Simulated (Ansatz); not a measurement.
The structure below was relaxed with r2SCAN, PAW, 500 eV (Ansatz, a quantum-chemistry and plane-wave program; no spin-orbit coupling).

```
CELL_PARAMETERS angstrom
      5.22150     0.00000     0.00000
      0.00000     5.22150     0.00000
      0.00000     0.00000     5.22150
ATOMIC_POSITIONS crystal
  Cs 0.00000 0.00000 0.00000
  Ru 0.50000 0.50000 0.50000
  Br 0.00000 0.50000 0.50000
  Br 0.50000 0.50000 0.00000
  Br 0.50000 0.00000 0.50000
```

Question: Find the space group and the Wyckoff positions.

Answer: Space group Pm-3m (No. 221); a = 5.222 Å, b = 5.222 Å, c = 5.222 Å, α = 90.00°, β = 90.00°, γ = 90.00°

```tsv
atom	site	symmetry	x	y	z
Cs	1a	m-3m	0.0000	0.0000	0.0000
Ru	1b	m-3m	0.5000	0.5000	0.5000
Br	3c	4/mm.m	0.0000	0.5000	0.5000
```

Question: Describe the coordination.

Answer: The crystal has 5 atoms in its conventional cell. Lattice parameters: a = 5.222 Å, b = 5.222 Å, c = 5.222 Å, α = 90.00°, β = 90.00°, γ = 90.00°. Cs is coordinated by 12 Br at 3.692 Å (cuboctahedral). Ru is surrounded by 6 Br at 2.611 Å (octahedral). Br sees 2 Ru at 2.611 Å and 4 Cs at 3.692 Å (octahedral). (Neighbours: up to the widest gap in distance over summed covalent radii, below 1.35, at either atom; cation-cation and far metal-metal contacts left out.)

No phonon test of stability was made. No Hubbard U is applied, and correlation can decide whether such a compound is a metal. The final runs are not spin-polarised. The cell was made from CsPbBr3 by this change: Pb → Ru; the result is a hypothetical phase, not in the database extracts checked. Many cubic perovskites are stable only at high temperature; tilts and polar distortions were not tested. CsRuBr3 has a high density of states at the Fermi level and may be magnetic at this level.
